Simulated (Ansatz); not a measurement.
Consider MgB2 (space group P6/mmm, No. 191; a = 3.0753 Å, c = 3.5248 Å; relaxed with 0.1 eV smearing). Axes: x lies along a and z along c of the hexagonal cell.

Method: PBE (Ansatz, a first-principles code), spin-orbit coupling left out.

Base values:

The pressure is 0.0 GPa.

The change: tensile biaxial strain of 3.00 % in the plane normal to [001], as in epitaxy on a mismatched substrate; the out-of-plane cell vector and the atoms relax.

Problem. What does the calculation give for the pressure and out-of-plane strain after the change?

Solution. The pressure (mean of the normal stresses, compression positive) goes from zero to -8.3 GPa; the out-of-plane strain amounts to -0.85 %.

Stability against distortions was not tested. All final runs are without spin polarisation.
